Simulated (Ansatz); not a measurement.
## NbRu (model structure, Fm-3m, No. 225, 2 atoms in the cell)

Method: LDA (Ansatz, a program for electronic structure, PAW).

Numerical settings: plane-wave cutoff 520 eV, 20×20×20 k mesh, Fermi–Dirac smearing 0.05 eV, no spin polarisation, scalar-relativistic PAW data made under PBE.

Cell (relaxed at this level):

Space group Fm-3m (No. 225); a = b = c = 5.0999 Å, α = β = γ = 90.00°

```csv
atom,site,symmetry,x,y,z
Ru,4a,m-3m,0.0000,0.0000,0.0000
Nb,4b,m-3m,0.5000,0.5000,0.5000
```
(The calculation used a cell of 2 atoms; values per cell refer to that cell.)

```json
{
 "bulk modulus B0": "218 GPa"
}
```

Note: the run has no spin polarisation, so it can have missed a magnetic state; the bulk modulus is −V dP/dV from two relaxed cells at ±2 % in volume; the relaxation could raise the start's symmetry but not lower it, so the cell can be a saddle point.

A model structure was made by putting elements into a prototype or built by hand; it is no filed structure, need not be a known phase, and can be a saddle point held by its symmetry.
